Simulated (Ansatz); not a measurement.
Worked example: zone-centre phonon calculation of YSi2Rh3 (P6/mmm, 6 atoms in the cell) in Ansatz (a program for electronic structure).

Level of theory: LDA (PW92), default PAW files made with PBE (plane waves; Ansatz).

```
CELL_PARAMETERS angstrom
      5.45552     0.00000     0.00000
     -2.72776     4.72462     0.00000
      0.00000     0.00000     3.59293
ATOMIC_POSITIONS crystal
  Y  0.00000 0.00000 0.00000
  Si 0.66667 0.33333 0.00000
  Si 0.33333 0.66667 0.00000
  Rh 0.00000 0.50000 0.50000
  Rh 0.50000 0.00000 0.50000
  Rh 0.50000 0.50000 0.50000
```

Reference input (self-consistent single point, DFT, LDA (PW92), plane waves, default PAW files made with PBE): basis.ecutwfc = 30.9 Ry; kpoints.mp_grid.grid = 7 7 9; hamiltonian.xc = lda; hamiltonian.pseudopotentials = {kind: paw} (the program's default PAW files); scf.occupations.method = fermi_dirac; scf.occupations.width = 0.0073 Ry. This run's input differs from it in these lines:

```diff
@@ -25,7 +25,5 @@
     method: fermi_dirac
-    width: 0.0073 Ry
-output:
-  forces: true
-  eigenvalues: true
-  stress: true
+    width: 0.0147 Ry
+phonons:
+  method: dfpt
```

Output (repeated stretches shortened):

```
SCF iter   1: F=—  HF=-23805.373065 eV  |F-HF|=—  |Δ(HF+E_count)|=         —  Δρ=8.57e-3  dr2=7.03e-2  ethr=1.77e-3  ⟨swp⟩=5.8  Hψ=21176  notcnv=0
all-band conjugate gradients solve this SCF's bands
preconditioner: auto → Kerker (q_TF=auto, 2.604 Å⁻¹)
SCF iter   2: F=—  HF=-23805.365565 eV  |F-HF|=—  |Δ(HF+E_count)|=   7.50e-3  Δρ=4.27e-3  dr2=1.77e-2  ethr=1.00e-4  ⟨swp⟩=1.0  Hψ=6625  notcnv=0
   [... lines left out ...]
SCF iter   7: F=—  HF=-23805.362654 eV  |F-HF|=—  |Δ(HF+E_count)|=   8.64e-9  Δρ=1.76e-6  dr2=2.67e-9  ethr=6.74e-11  ⟨swp⟩=2.0  Hψ=8763  notcnv=0
SCF iter   8: F=—  HF=-23805.362654 eV  |F-HF|=—  |Δ(HF+E_count)|=  3.13e-10  Δρ=5.26e-7  dr2=2.73e-10  ethr=3.81e-12  ⟨swp⟩=2.9  Hψ=10522  notcnv=0
SCF iter   9: F=—  HF=-23805.362654 eV  |F-HF|=—  |Δ(HF+E_count)|=  6.18e-11  Δρ=1.20e-7  dr2=1.96e-11  ethr=1.00e-12  ⟨swp⟩=1.0  Hψ=5646  notcnv=0
SCF iter  10: F=-23805.362654 eV  HF=-23805.362654 eV  |F-HF|=1.09e-11  |Δ(HF+E_count)|=  3.64e-12  Δρ=3.45e-8  dr2=1.44e-12  ethr=1.00e-12  ⟨swp⟩=5.1  Hψ=20714  notcnv=0
SCF 1 converged in 10 iterations: F = -23805.362654 eV  dr2 = 1.44e-12
DFPT response loops at Γ: preconditioner auto → Kerker (q_TF=auto, 2.604 Å⁻¹) (partly filled bands, converged f_vac=0.000) …
Free energy (F): -23805.362654 eV
Internal energy: -23805.072973 eV  (E = F + TS)
E sigma→0 (E₀):  -23805.217814 eV
Entropy (-TS):   -0.289682 eV (-48.280 meV/atom)
Fermi energy:    16.511950 eV
--- Phonons (Γ-DFPT): 6 representative perturbations + reference, on 125 of 441 k-points (Σ response iterations 20) ---
  k mesh reduced under 2 symmetry operations, with k and −k counted as one. Each operation leaves every solved displacement unchanged or reverses it
  ASR residual: 4.000e-4 → 0.000e0 eV/Å²; symmetrization residual: 1.254e-5 eV/Å²
  ASR residual per site (eV/Å²): 3.54e-4 2.21e-5 2.21e-5 3.71e-4 4.00e-4 3.71e-4
  Γ frequencies (cm⁻¹): 0.00 0.00 0.00 60.57 79.95 112.42 112.42 130.56 130.56 203.71 203.71 285.80 285.80 297.79 326.10 326.10 419.01 439.40
  non-analytic LO–TO correction: not included (Born effective charges unavailable; polar crystals: no LO–TO splitting at Γ)
```

The run converged in 10 iterations. 

Summary of the result:
```
Item                                                                                                                                Result
--------------------------------------------------------  --------------------------------------------------------------------------------
Free energy E − TS (on the zero of these files)                                                                             -23805.3627 eV
Fermi level (on the code's own zero)                                                                                              16.51 eV
Zone-centre frequencies (cm⁻¹; negative means imaginary)  0, 0, 0, 61, 80, 112, 112, 131, 131, 204, 204, 286, 286, 298, 326, 326, 419, 439
```

The starting cell comes from a database of computed structures (which also holds hypothetical and non-ambient phases and stackings), without a prior relaxation at this level. Its lattice was rescaled by up to half a per cent. Spin polarisation is off.

Cost on one core of a shared machine: roughly 3 min.

Keys are those of Ansatz 0.2.
